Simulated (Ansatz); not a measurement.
Defect migration in wurtzite ZnO: Zn vacancy, charge state -2. The step: one Zn atom jumps into the vacancy from a nearby Zn site; the atom moves 3.16 Å along (-0.65, -0.33, 0.49) of the unit cell; the moving atom starts with neighbours O at 1.91, O at 2.00, 2 O at 2.05 Å and ends with O at 1.90, 2 O at 2.00, O at 2.06 Å. A PBE band in Ansatz (plane-wave PAW, one k-point at (0.125, 0.250, 0.250), 72 host sites, 56 SCF runs with any check of the saddle's order, static, no finite-size correction) gives a forward barrier of 0.88 eV. The program found a first-order saddle point. The charge state is imposed; whether it is stable for some Fermi level was not computed. Forms of the defect that were not tried may lie lower.

Single points at the band's start and saddle point can refine it. Rough cost of one point, in units of the band's mean SCF on the same machine:

```json
[
 {"Level": "PBE, a 2×2×2 k-point mesh shifted by half a step along c", "Cost of one point": "about 4"},
 {"Level": "r2SCAN at 500 eV, one k-point at (0.125, 0.250, 0.250)", "Cost of one point": "about 2"}
]
```

Task: Which of these move the barrier by more than 0.1 eV, and how far does each move it?

Result: Not one does. PBE, a 2×2×2 k-point mesh shifted by half a step along c: 0.00 eV; r2SCAN at 500 eV, one k-point at (0.125, 0.250, 0.250): +0.08 eV. Each functional is compared with PBE at the same k-points.

Ansatz is a quantum-chemistry and plane-wave program.
